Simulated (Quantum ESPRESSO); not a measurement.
**A series of runs on Sr4SO3 (Pm-3m, 8 atoms in the cell)**

```
CELL_PARAMETERS angstrom
      5.48553     0.00000     0.00000
      0.00000     5.48553     0.00000
      0.00000     0.00000     5.48553
ATOMIC_POSITIONS crystal
  Sr 0.00000 0.00000 0.00000
  Sr 0.50000 0.50000 0.00000
  Sr 0.00000 0.50000 0.50000
  Sr 0.50000 0.00000 0.50000
  S  0.50000 0.50000 0.50000
  O  0.50000 0.00000 0.00000
  O  0.00000 0.50000 0.00000
  O  0.00000 0.00000 0.50000
```

Base run A: Quantum ESPRESSO with LDA (PZ), GBRV 1.5 ultrasoft (LDA) pseudopotentials, self-consistent single point.

Its settings: ecutwfc = 40 Ry; ecutrho = 200 Ry; occupations = fixed; potentials = {Sr: sr_lda_v1.uspp.F.UPF, S: s_lda_v1.4.uspp.F.UPF, O: o_lda_v1.2.uspp.F.UPF}; K_POINTS = automatic 4 4 4 0 0 0; nbnd = 36; conv_thr = 1e-11 Ry; mixing_beta = 0.7.

The starting cell comes from a database of computed structures (which also holds hypothetical and non-ambient phases and stackings), without a prior relaxation at this level. In the base run, with a pressure of about -6 GPa the cell is away from its equilibrium volume at this level.

Run A gave: pressure (GPa) -5.52; gap on the mesh (eV) 2.608.

Runs:
- B: ecutwfc: 40 Ry → 55 Ry; ecutrho: 200 Ry → 440 Ry; pseudopotentials: {Sr: sr_lda_v1.uspp.F.UPF, S: s_lda_v1.4.uspp.F.UPF, O: o_lda_v1.2.uspp.F.UPF} → {Sr: Sr_pbe_v1.uspp.F.UPF, S: s_pbe_v1.4.uspp.F.UPF, O: O.pbe-n-kjpaw_psl.0.1.UPF}; input_dft: default → pbesol [PBEsol]
- C: ecutwfc: 40 Ry → 55 Ry; ecutrho: 200 Ry → 440 Ry; pseudopotentials: {Sr: sr_lda_v1.uspp.F.UPF, S: s_lda_v1.4.uspp.F.UPF, O: o_lda_v1.2.uspp.F.UPF} → {Sr: Sr_pbe_v1.uspp.F.UPF, S: s_pbe_v1.4.uspp.F.UPF, O: O.pbe-n-kjpaw_psl.0.1.UPF}; input_dft: default → rpbe [RPBE]
- D: ecutwfc: 40 Ry → 55 Ry; ecutrho: 200 Ry → 440 Ry; pseudopotentials: {Sr: sr_lda_v1.uspp.F.UPF, S: s_lda_v1.4.uspp.F.UPF, O: o_lda_v1.2.uspp.F.UPF} → {Sr: Sr_pbe_v1.uspp.F.UPF, S: s_pbe_v1.4.uspp.F.UPF, O: O.pbe-n-kjpaw_psl.0.1.UPF}; input_dft: default → revpbe [revPBE]
- E: ecutwfc: 40 Ry → 55 Ry; ecutrho: 200 Ry → 440 Ry; pseudopotentials: {Sr: sr_lda_v1.uspp.F.UPF, S: s_lda_v1.4.uspp.F.UPF, O: o_lda_v1.2.uspp.F.UPF} → {Sr: Sr_pbe_v1.uspp.F.UPF, S: s_pbe_v1.4.uspp.F.UPF, O: O.pbe-n-kjpaw_psl.0.1.UPF}; input_dft: default → blyp [BLYP]
- F: ecutwfc: 40 Ry → 55 Ry; ecutrho: 200 Ry → 440 Ry; pseudopotentials: {Sr: sr_lda_v1.uspp.F.UPF, S: s_lda_v1.4.uspp.F.UPF, O: o_lda_v1.2.uspp.F.UPF} → {Sr: Sr_pbe_v1.uspp.F.UPF, S: s_pbe_v1.4.uspp.F.UPF, O: O.pbe-n-kjpaw_psl.0.1.UPF}; input_dft: default → wc [Wu-Cohen GGA]
- G: ecutwfc: 40 Ry → 55 Ry; ecutrho: 200 Ry → 440 Ry; pseudopotentials: {Sr: sr_lda_v1.uspp.F.UPF, S: s_lda_v1.4.uspp.F.UPF, O: o_lda_v1.2.uspp.F.UPF} → {Sr: Sr_pbe_v1.uspp.F.UPF, S: s_pbe_v1.4.uspp.F.UPF, O: O.pbe-n-kjpaw_psl.0.1.UPF}; input_dft: default → pw91 [PW91]
- H: ecutwfc: 40 Ry → 55 Ry; ecutrho: 200 Ry → 440 Ry; pseudopotentials: {Sr: sr_lda_v1.uspp.F.UPF, S: s_lda_v1.4.uspp.F.UPF, O: o_lda_v1.2.uspp.F.UPF} → {Sr: Sr_pbe_v1.uspp.F.UPF, S: s_pbe_v1.4.uspp.F.UPF, O: O.pbe-n-kjpaw_psl.0.1.UPF}; input_dft: default → vdw-df2 [vdW-DF2]
- I: ecutwfc: 40 Ry → 55 Ry; ecutrho: 200 Ry → 440 Ry; pseudopotentials: {Sr: sr_lda_v1.uspp.F.UPF, S: s_lda_v1.4.uspp.F.UPF, O: o_lda_v1.2.uspp.F.UPF} → {Sr: Sr_pbe_v1.uspp.F.UPF, S: s_pbe_v1.4.uspp.F.UPF, O: O.pbe-n-kjpaw_psl.0.1.UPF}; input_dft: default → vdw-df-cx [vdW-DF-cx]
- J: ecutwfc: 40 Ry → 55 Ry; ecutrho: 200 Ry → 440 Ry; pseudopotentials: {Sr: sr_lda_v1.uspp.F.UPF, S: s_lda_v1.4.uspp.F.UPF, O: o_lda_v1.2.uspp.F.UPF} → {Sr: Sr_pbe_v1.uspp.F.UPF, S: s_pbe_v1.4.uspp.F.UPF, O: O.pbe-n-kjpaw_psl.0.1.UPF}; input_dft: default → rvv10 [rVV10]

Problem. What does run G change against A?

Solution. The pressure goes from -5.52 to -0.53 GPa and the gap on the mesh goes from 2.608 to 2.719 eV.

Problem. What does run C change against A?

Solution. The pressure goes from -5.52 to 2.13 GPa and the gap on the mesh goes from 2.608 to 2.799 eV.

```tsv
run	pressure (GPa)	gap on the mesh (eV)
A	-5.52	2.608
B	-3.01	2.621
C	2.13	2.799
D	1.53	2.777
E	2.16	2.840
F	-3.02	2.628
G	-0.53	2.719
H	2.69	2.838
I	-2.58	2.697
J	-0.51	2.677
```
